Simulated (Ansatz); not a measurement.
**Rb2NiO2 (I4/mmm, No. 139, 5 atoms in the cell; start mp-19167)**

Calculation: PBEsol (Ansatz, an electronic-structure program, plane waves, PAW).

Run with plane-wave cutoff 500 eV, 14×14×14 k mesh, Fermi–Dirac smearing 0.05 eV, spin-polarised start, scalar-relativistic PAW data made under PBE.

Cell (relaxed at this level):

```xyz
5
Lattice="-2.0658 2.0658 6.4693 2.0658 -2.0658 6.4693 2.0658 2.0658 -6.4693" Properties=species:S:1:pos:R:3 pbc="T T T"
Rb     0.0000     0.0000     4.5284
Rb     0.0000     0.0000     8.4103
Ni     0.0000     0.0000     0.0000
O      0.0000     0.0000    11.2571
O      0.0000     0.0000     1.6816
```

| Item | Value |
|---|---|
| band gap | 0.92 eV (on the SCF k mesh) |

Note: the magnetic order was assumed, not searched for or taken from measurement; a magnet's gap depends somewhat on the PAW data; the relaxation could not lower the start's symmetry, so the cell can be a saddle point above a distorted one.

Spin–orbit coupling is not included.

Cost on a shared machine: very roughly 10 core-minutes.

A start named mp-… is a Materials Project structure, which need not be a measured phase.
